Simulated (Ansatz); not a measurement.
Input:

```
CELL_PARAMETERS angstrom
      0.00000     2.74156     2.74156
      2.74156     0.00000     2.74156
      2.74156     2.74156     0.00000
ATOMIC_POSITIONS crystal
  Si 0.00000 0.00000 0.00000
  Si 0.25000 0.25000 0.25000
```

No spin polarisation.

Level of theory: LDA (Ansatz, a quantum-chemistry and plane-wave program), scalar-relativistic without spin-orbit coupling. k-mesh 11×11×11 (Γ-centred); smearing 0.05 eV (Fermi–Dirac).

Problem. Estimate the band gap.

Solution. 0.52 eV.

Problem. Estimate the smallest direct gap.

Solution. 2.49 eV.

Problem. What electron mass does the calculation give?

Solution. 0.93 mₑ along k, 0.19 mₑ across (off the special points).

Problem. Predict the gap character.

Solution. Indirect, Γ → Γ–X (87 % along).

The cells carry an imposed strain or load. Effective masses come from finite differences of ±0.01 Å⁻¹. Along k means along the line from Γ to the band edge. No phonon test of stability was made. The cell was made from Si in the diamond structure (space group Fd-3m, No. 227) by this change: isotropic strain +1.50 %.
